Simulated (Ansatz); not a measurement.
Input and output of a zone-centre phonon calculation for LiMg (P1, 4 atoms in the cell) (Ansatz, a quantum-chemistry and plane-wave program).

Level of theory: LDA (PW92), PAW files made with PBE (plane waves; Ansatz).

```
CELL_PARAMETERS angstrom
      5.69707    -1.54409     0.00000
      5.69707     1.54409     0.00000
     -2.44633     0.00000     4.76380
ATOMIC_POSITIONS crystal
  Li 0.38775 0.35468 0.71732
  Li 0.60372 0.63891 0.28972
  Mg 0.13178 0.12768 0.79860
  Mg 0.87675 0.87872 0.19436
```

Reference input (self-consistent single point, DFT, PBEsol, plane waves, PAW files made with PBE): basis.ecutwfc = 420 eV; kpoints.mp_grid.grid = 7 7 4; hamiltonian.xc = pbesol; hamiltonian.pseudopotentials = {kind: paw} (the program's default PAW files); scf.occupations.method = fermi_dirac; scf.occupations.width = 0.136 eV. This run's input differs from it in these lines:

Ansatz 0.2 input:
```diff
@@ -17,3 +17,3 @@
 hamiltonian:
-  xc: pbesol
+  xc: lda
   pseudopotentials:
@@ -25,6 +25,4 @@
     width: 0.136 eV
-output:
-  forces: true
-  eigenvalues: true
-  stress: true
+phonons:
+  method: dfpt
```

The program printed (abridged):

```
SCF iter   1: F=—  HF=-4206.934520 eV  |F-HF|=—  |Δ(HF+E_count)|=         —  Δρ=1.68e-2  dr2=7.25e-1  ethr=3.10e-3  ⟨swp⟩=4.8  Hψ=8323  notcnv=0
all-band conjugate gradients solve this SCF's bands
preconditioner: auto → Kerker (q_TF=auto, 2.245 Å⁻¹)
SCF iter   2: F=—  HF=-4206.779200 eV  |F-HF|=—  |Δ(HF+E_count)|=   1.55e-1  Δρ=1.09e-2  dr2=3.48e-1  ethr=2.79e-3  ⟨swp⟩=2.0  Hψ=2763  notcnv=0
   [... lines left out ...]
SCF iter   8: F=—  HF=-4206.642215 eV  |F-HF|=—  |Δ(HF+E_count)|=   1.63e-8  Δρ=1.72e-6  dr2=2.84e-9  ethr=3.99e-10  ⟨swp⟩=2.0  Hψ=1945  notcnv=0
SCF iter   9: F=—  HF=-4206.642215 eV  |F-HF|=—  |Δ(HF+E_count)|=   1.19e-9  Δρ=5.90e-7  dr2=3.42e-10  ethr=1.09e-11  ⟨swp⟩=2.0  Hψ=2975  notcnv=0
SCF iter  10: F=—  HF=-4206.642215 eV  |F-HF|=—  |Δ(HF+E_count)|=  4.00e-11  Δρ=1.86e-7  dr2=4.18e-11  ethr=1.32e-12  ⟨swp⟩=2.3  Hψ=2766  notcnv=0
SCF iter  11: F=-4206.642215 eV  HF=-4206.642215 eV  |F-HF|=9.09e-13  |Δ(HF+E_count)|=  4.55e-12  Δρ=2.90e-8  dr2=9.69e-13  ethr=1.00e-12  ⟨swp⟩=5.2  Hψ=6544  notcnv=0
SCF 1 converged in 11 iterations: F = -4206.642215 eV  dr2 = 9.69e-13
DFPT response loops at Γ: preconditioner auto → Kerker (q_TF=auto, 2.245 Å⁻¹) (partly filled bands, converged f_vac=0.000) …
phonon interpolation: 2 periodic images of 2 blocks of the force constants (a block to an ordered pair of atoms and a translation) lie up to 6.54e-3 Å farther …
Free energy (F): -4206.642215 eV
Internal energy: -4206.514345 eV  (E = F + TS)
E sigma→0 (E₀):  -4206.578280 eV
Entropy (-TS):   -0.127870 eV (-31.967 meV/atom)
Fermi energy:    3.359941 eV
   [... lines left out ...]
  ASR residual: 5.252e-5 → 0.000e0 eV/Å²; symmetrization residual: 9.847e-7 eV/Å²
  ASR residual per site (eV/Å²): 2.66e-6 5.24e-6 3.89e-5 5.25e-5
  Γ frequencies (cm⁻¹): 0.00 0.00 0.00 90.19 122.72 187.03 195.16 202.05 211.21 279.38 288.00 296.46
  non-analytic LO–TO correction: not included (Born effective charges unavailable; polar crystals: no LO–TO splitting at Γ)
```

The run converged in 11 iterations. 

Summary of the result:
| Quantity | Result |
|---|---|
| Free energy E − TS (on the zero of these files) | -4206.6422 eV |
| Fermi level (on the code's own zero) | 3.36 eV |
| Zone-centre frequencies (cm⁻¹; negative means imaginary) | 0, 0, 0, 90, 123, 187, 195, 202, 211, 279, 288, 296 |

The starting cell comes from a database of computed structures (which also holds hypothetical and non-ambient phases and stackings), without a prior relaxation at this level. Its atoms were displaced at random from the sites of space group no. 12.

Cost on one core of a shared machine: roughly 3 min.
